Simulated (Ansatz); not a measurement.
The reference is SnO2 in the rutile structure (space group P4_2/mnm, No. 136; a = 4.828 Å, c = 3.238 Å).

(Cell as relaxed with PBE.)

Levels (all Ansatz, a quantum-chemistry and plane-wave program, PAW): PBE (420 eV, no SOC); r2SCAN (500 eV, no spin-orbit coupling).

Each level relaxes its own structure.

```json
[
 {"base": "volume per atom", "PBE": "12.58 Å³", "r2SCAN": "12.09 Å³"},
 {"base": "lattice parameter a", "PBE": "4.828 Å", "r2SCAN": "4.760 Å"}
]
```

Modification: a hydrostatic pressure of 9 GPa.

```
quantity                 PBE   r2SCAN
-------------------  -------  -------
c/a ratio              0.678    0.678
lattice parameter a  4.734 Å  4.683 Å
```

PBE's lattice parameter a lies 0.051 Å above r2SCAN's (1.1 %); the two agree on the c/a ratio. Neither level is exact; r2SCAN is the comparison here, not a measurement.

Load acts through the strain it causes; cell and atoms are relaxed under it. No phonon test of stability was made. No other phases were tried under pressure.
